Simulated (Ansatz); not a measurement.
The starting structures come from a database of crystals and need not be the phases stable at ambient conditions.

 Where the default PAW files enter, the runs use the earlier of Ansatz's two default sets.

Data:

```xyz
20
Lattice="4.5796 0.0000 0.0000 0.0000 4.5796 0.0000 0.0000 0.0000 11.8250" Properties=species:S:1:pos:R:3 pbc="T T T"
Ba     0.0000     2.2898     9.5779
Ba     2.2898     0.0000     2.2471
H      3.7555     0.0000     7.3924
H      2.2898     1.4657     7.3924
H      0.8241     0.0000     7.3924
H      2.2898     3.1139     7.3924
H      1.4657     2.2898     4.4326
H      0.0000     0.8241     4.4326
H      3.1139     2.2898     4.4326
H      0.0000     3.7555     4.4326
H      2.2898     0.0000     5.7749
H      0.0000     2.2898     6.0501
Br     2.2898     0.0000    10.7028
Br     0.0000     2.2898     1.1222
O      0.0000     0.0000     7.9886
O      2.2898     2.2898     7.9886
O      2.2898     2.2898     3.8365
O      0.0000     0.0000     3.8365
O      2.2898     0.0000     6.7434
O      0.0000     2.2898     5.0817
```

Space group of this cell: P4/nmm. The cell was relaxed by PBE-D3(BJ); by r2SCAN its mean pressure is -0.7 GPa.

Transport runs along the normal of the first two printed cell vectors, the (001) plane of the conventional cell.

No gap correction and no spin-orbit coupling; mid-gap values are interpolated between computed energies.

Q: Predict the band gap and the smallest decay constant κ at mid-gap from r2SCAN (Ansatz, an electronic-structure program).

A: Gap 5.46 eV on a 8×8×4 mesh; κ = 0.410 1/Å, at the zone centre.
